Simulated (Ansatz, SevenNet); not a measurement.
For SiC (model structure, started from the PtS type, P4₂/mmc, No. 131, 4 atoms in the cell), the machine-learned potential SevenNet-0 (trained on PBE and PBE+U data) gives:

* **equilibrium lattice constant a**: 2.906 Å
* **c axis length**: 5.090 Å

What does r²SCAN+rVV10 in Ansatz (PAW) give for the same quantities?


- lattice constant a: 2.985 Å (grows by 2.7 %)
- lattice parameter c: 4.923 Å (drops by 3.3 %)

Changes are worked out from the printed values.

Unless a cell is named, each level is at its own relaxed cell (SevenNet-0 10.75, r²SCAN+rVV10 10.96 Å³/atom).

Ansatz's density-functional and Hartree–Fock values are scalar-relativistic unless marked +SOC, with PAW data made under PBE.

A model structure was made by putting elements into a prototype or built by hand; it is no filed structure, need not be a known phase, and can be a saddle point held by its symmetry.

Ansatz is a program for electronic structure.
